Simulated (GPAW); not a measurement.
## Input and output of a self-consistent single point for NbCo2 (Fd-3m, 6 atoms in the cell) (GPAW)

Method of the run: PBEsol, GPAW PAW datasets PBEsol (made by gpaw-setup) (plane waves; GPAW).

Input:

```python
from ase import Atoms
from ase.units import GPa
from gpaw import GPAW

atoms = Atoms(['Nb', 'Nb', 'Co', 'Co', 'Co', 'Co'],
              cell=[[0.000000, 3.395840, 3.395840],
                    [3.395840, 0.000000, 3.395840],
                    [3.395840, 3.395840, 0.000000]],
              positions=[[3.395840, 3.395840, 3.395840],
                         [5.093760, 5.093760, 5.093760],
                         [0.848960, 0.848960, 0.848960],
                         [0.848960, 2.546880, 2.546880],
                         [2.546880, 2.546880, 0.848960],
                         [2.546880, 0.848960, 2.546880]],
              pbc=True)

atoms.set_initial_magnetic_moments([1.0, 1.0, 3.0, 3.0, 3.0, 3.0])

calc = GPAW(spinpol=True,
            mode={'name': 'pw', 'ecut': 850},
            xc='PBEsol',
            kpts=(7, 7, 7),
            occupations={'name': 'fermi-dirac', 'width': 0.1},
            nbands=-10,
            convergence={'density': 1e-05, 'energy': 1e-05},
            symmetry={'symmorphic': False, 'tolerance': 0.0005},
            maxiter=120)

atoms.calc = calc

energy = atoms.get_potential_energy()
print('Energy (eV):', round(energy, 6))
forces = atoms.get_forces()
print('Forces (eV/Ang):')
print(forces.round(5))
stress = atoms.get_stress()
print('Stress (GPa, Voigt):', (stress / GPa).round(4))
```

The program printed (abridged):

```
Input parameters:
  convergence: {density: 1e-05,
                energy: 1e-05}
  kpts: [7 7 7]
  maxiter: 120
  mode: {ecut: 850,
         name: pw}
  nbands: -10
  occupations: {name: fermi-dirac,
                width: 0.1}
  spinpol: True
  symmetry: {symmorphic: False,
             tolerance: 0.0005}
  xc: PBEsol

species:
  Nb:
    name: Niobium
    Z: 41.0
    valence: 13
    core: 28
    charge: 0.0
    file: Nb.PBEsol.gz

    # Using partial waves for Nb as LCAO basis

  Co:
    name: Cobalt
    Z: 27.0
    valence: 9
    core: 18
    charge: 0.0
    file: Co.PBEsol.gz

    # Using partial waves for Co as LCAO basis

Reference energy: -359172.665964  # eV

Spin-polarized calculation.
Initial magnetic moment: 14.000000

Convergence criteria:
 Maximum [total energy] change in last 3 cyles: 1e-05 eV / valence electron
 Maximum integral of absolute [dens]ity change: 1e-05 electrons / valence electron
 Maximum integral of absolute [eigenst]ate change: 4e-08 eV^2 / valence electron
 Maximum number of scf [iter]ations: 120

Symmetries present (total): 48
Symmetries with fractional translations: 24
343 k-points: 7 x 7 x 7 Monkhorst-Pack grid
20 k-points in the irreducible part of the Brillouin zone
       k-points in crystal coordinates                weights
   0:     0.00000000    0.00000000    0.00000000          1/343
   1:     0.14285714    0.14285714    0.00000000          6/343
   2:     0.14285714    0.14285714    0.14285714          8/343
   [... 7 lines left out ...]
          ...
  19:     0.42857143    0.42857143    0.42857143          8/343

Wave functions: Plane wave expansion
  Cutoff energy: 850.000 eV
  Number of coefficients (min, max): 4384, 4477
  Pulay-stress correction: 0.000000 eV/Ang^3 (de/decut=0.000000)

Occupation numbers: Fermi-Dirac:
  width: 0.1000  # eV

Eigensolver

Densities:
  Coarse grid: 36*36*36 grid
  Fine grid: 72*72*72 grid
  Total Charge: 0.000000

Density mixing:
  Method: difference
  Backend: pulay
  Linear mixing parameter: 0.05
  old densities: 5
  Damping of long wavelength oscillations: 50

Hamiltonian:
  XC and Coulomb potentials evaluated on a 72*72*72 grid
  External potential:
    NoExternalPotential

XC parameters: PBEsol with 2 nearest neighbor stencil

Number of atoms: 6
Number of atomic orbitals: 62
Number of bands in calculation: 48
Number of valence electrons: 62
Bands to converge: occupied

Density initialized from atomic densities
  48 bands from LCAO basis set

Atomic positions and initial magnetic moments

Positions:
   0 Nb     3.395840    3.395840    3.395840    ( 0.0000,  0.0000,  1.0000)
   1 Nb     5.093760    5.093760    5.093760    ( 0.0000,  0.0000,  1.0000)
   2 Co     0.848960    0.848960    0.848960    ( 0.0000,  0.0000,  3.0000)
   3 Co     0.848960    2.546880    2.546880    ( 0.0000,  0.0000,  3.0000)
   4 Co     2.546880    2.546880    0.848960    ( 0.0000,  0.0000,  3.0000)
   5 Co     2.546880    0.848960    2.546880    ( 0.0000,  0.0000,  3.0000)

Unit cell:
           periodic     x           y           z      points  spacing
  1. axis:    yes    0.000000    3.395840    3.395840    36     0.1089
  2. axis:    yes    3.395840    0.000000    3.395840    36     0.1089
  3. axis:    yes    3.395840    3.395840    0.000000    36     0.1089

  Lengths:   4.802443   4.802443   4.802443
  Angles:   60.000000  60.000000  60.000000

Effective grid spacing dv^(1/3) = 0.1188

     iter     time        total  log10-change:  magmom
                         energy   eigst   dens
iter:   1 --:--:--   -57.750291                   +13.9966
iter:   2 --:--:--   -59.330646   -0.79  -1.36    +9.2533
iter:   3 --:--:--   -62.723580   -1.75  -1.35    +3.4274
iter:   4 --:--:--   -59.277355   -0.94  -1.15    +1.1588
iter:   5 --:--:--   -59.038714   -2.06  -1.63    +1.9043
iter:   6 --:--:--   -60.370005   -1.28  -1.84    +2.3332
   [... 3 lines left out ...]
iter:  10 --:--:--   -59.072397   -3.53  -2.77    +2.0955
iter:  11 --:--:--   -59.081715   -3.19  -2.81    +1.6118
iter:  12 --:--:--   -59.085377   -3.54  -3.21    +1.3332
iter:  13 --:--:--   -59.088210   -3.29  -3.04    +0.8941
iter:  14 --:--:--   -59.088298   -4.20  -2.83    +0.7953
iter:  15 --:--:--   -59.088752c  -4.34  -2.80    +0.6808
iter:  16 --:--:--   -59.089308   -4.93  -2.73    +0.6271
iter:  17 --:--:--   -59.090224   -4.33  -2.70    +0.4777
iter:  18 --:--:--   -59.088125   -4.18  -2.65    +0.3307
iter:  19 --:--:--   -59.085753   -4.18  -2.70    +0.2235
iter:  20 --:--:--   -59.092683   -4.28  -2.84    +0.1933
iter:  21 --:--:--   -59.085425   -4.16  -2.55    +0.2141
iter:  22 --:--:--   -59.088772   -5.13  -2.97    +0.2079
iter:  23 --:--:--   -59.083354   -4.43  -2.70    +0.2101
iter:  24 --:--:--   -59.082927   -5.39  -3.08    +0.2088
iter:  25 --:--:--   -59.082701   -5.84  -3.14    +0.2072
iter:  26 --:--:--   -59.082618c  -5.87  -3.17    +0.2063
iter:  27 --:--:--   -59.082725c  -5.12  -3.21    +0.2051
iter:  28 --:--:--   -59.082604c  -5.87  -3.49    +0.2057
iter:  29 --:--:--   -59.082504c  -6.63  -3.71    +0.2057
iter:  30 --:--:--   -59.082474c  -6.27  -3.93    +0.2058
iter:  31 --:--:--   -59.082478c  -7.27  -4.35    +0.2054
iter:  32 --:--:--   -59.082482c  -8.01c -4.62    +0.2042
iter:  33 --:--:--   -59.082481c  -7.57c -4.65    +0.2010
iter:  34 --:--:--   -59.082475c  -7.49c -4.65    +0.1976
iter:  35 --:--:--   -59.082466c  -6.75  -4.68    +0.1887
iter:  36 --:--:--   -59.082470c  -6.98  -4.73    +0.1978
iter:  37 --:--:--   -59.082477c  -7.53c -4.76    +0.1929
iter:  38 --:--:--   -59.082484c  -7.83c -4.88    +0.1960
iter:  39 --:--:--   -59.082470c  -6.37  -5.05c   +0.1797
iter:  40 --:--:--   -59.082472c  -6.81  -4.93    +0.1727
iter:  41 --:--:--   -59.082473c  -7.36  -4.78    +0.1789
iter:  42 --:--:--   -59.082458c  -6.15  -4.86    +0.1576
iter:  43 --:--:--   -59.082478c  -7.32  -4.72    +0.1655
iter:  44 --:--:--   -59.082463c  -7.24  -4.60    +0.1591
iter:  45 --:--:--   -59.082453c  -6.06  -4.71    +0.1372
iter:  46 --:--:--   -59.082458c  -7.26  -4.57    +0.1359
iter:  47 --:--:--   -59.082456c  -7.41c -4.54    +0.1405
iter:  48 --:--:--   -59.082469c  -7.02  -4.58    +0.1337
iter:  49 --:--:--   -59.082428c  -8.06c -4.45    +0.1338
iter:  50 --:--:--   -59.082412c  -8.59c -4.83    +0.1335
iter:  51 --:--:--   -59.082414c  -8.38c -5.02c   +0.1326

Converged after 51 iterations.

Dipole moment: (-17.176594, -17.176594, -17.176594) |e|*Ang

Total magnetic moment: (0.000000, 0.000000, 0.132556)
Local magnetic moments:
   0 Nb ( 0.000000,  0.000000, -0.003404)
   1 Nb ( 0.000000,  0.000000, -0.003404)
   2 Co ( 0.000000,  0.000000,  0.035787)
   3 Co ( 0.000000,  0.000000,  0.035787)
   4 Co ( 0.000000,  0.000000,  0.035787)
   5 Co ( 0.000000,  0.000000,  0.035787)

Energy contributions relative to reference atoms: (reference = -359172.665964)

Kinetic:         +1.417619
Potential:      -10.888002
External:        +0.000000
XC:             -49.131648
Entropy (-ST):   -0.330852
Local:           -0.314957
SIC:             +0.000000
--------------------------
Free energy:    -59.247840
Extrapolated:   -59.082414

Spin contamination: 0.012808 electrons
Showing only first 2 kpts
                      Up                     Down
 Kpt  Band  Eigenvalues  Occupancy  Eigenvalues  Occupancy
  0    29     10.54808    0.99789     10.58714    0.99689
  0    30     10.54808    0.99789     10.58714    0.99689
  0    31     11.81566    0.00148     11.85141    0.00103
  0    32     11.81566    0.00148     11.85141    0.00103

  1    29     10.68947    0.99139     10.72010    0.98834
  1    30     10.70693    0.98977     10.74434    0.98520
  1    31     10.88138    0.94414     10.89577    0.93605
  1    32     11.71047    0.00422     11.73813    0.00320

Fermi level: 11.16413

No gap
No difference between direct/indirect transitions
Energy (eV): -59.082414

Forces in eV/Ang:
  0 Nb    0.00000   -0.00000   -0.00000
  1 Nb   -0.00000    0.00000   -0.00000
  2 Co   -0.00000    0.00000   -0.00000
  3 Co    0.00000   -0.00000    0.00000
  4 Co   -0.00000   -0.00000   -0.00000
  5 Co    0.00000   -0.00000   -0.00000

Stress tensor:
     0.086936    -0.000000    -0.000000
    -0.000000     0.086936     0.000000
    -0.000000     0.000000     0.086936
Stress (GPa, Voigt): [13.9286 13.9286 13.9286  0.     -0.     -0.    ]
```

The run converged in 51 iterations. GPAW prints stress with tension positive.

The starting cell comes from a database of computed structures (which also holds hypothetical and non-ambient phases and stackings), without a prior relaxation at this level. The starting moments vanished: the run ended non-magnetic, which need not be the lowest state. With a pressure of about -14 GPa the cell is away from its equilibrium volume at this level.

Cost on one core of a shared machine: roughly 20 min.
